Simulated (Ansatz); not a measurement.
What uniaxial strain ε_xx = +4.41 % does to InAs

Consider InAs in the zinc blende structure (space group F-43m, No. 216; a = 6.109 Å). Axes: x, y, z lie along the cube axes.

One thing is altered: the cell is stretched by 4.41 % along x with no lateral relaxation; the atoms relax in the strained cell.

Calculations: r2SCAN (Ansatz, a first-principles code; PAW; 500 eV plane waves; spin-orbit coupling left out). k-mesh 9×9×9 (Γ-centred); smearing 0.05 eV (Fermi–Dirac).

Volume per atom: 29.76 Å³ (base 28.50 Å³)
Space group: I-4m2 (No. 119) (base F-43m (No. 216))
Shortest interatomic distance: 2.685 Å (base 2.645 Å)
Energy relative to the base (free energy F): +14 meV/atom
Pressure (mean of the normal stresses, compression positive): -2.3 GPa (base 0.0 GPa)
Band gap: zero (base 0.08 eV)
Stress (xx, yy, zz, yz, xz, xy; compression positive): (-3.4, -1.7, -1.7, 0.0, 0.0, 0.0) GPa (rough)

Final structure:

```xyz
2
Lattice="0.0000 3.0547 3.0547 3.1894 0.0000 3.0547 3.1894 3.0547 0.0000" Properties=species:S:1:pos:R:3 pbc="T T T"
As     1.5947     1.5273     1.5273
In     0.0000     0.0000     0.0000
```

Cost of the whole job for the changed cell (relaxation, final SCF and bands): about 27 core-seconds (a rough figure).

A case with no gap was solved on a k-mesh chosen for an insulator, which is coarse for it. Without a gap, meshes like the base's 9×9×9 leave anisotropic stresses uncertain by several tenths of a GPa, and small strain energies with them. No phonon test of stability was made. All final runs are without spin polarisation. A zero or small gap of InAs can be the functional's error rather than a property of the material.
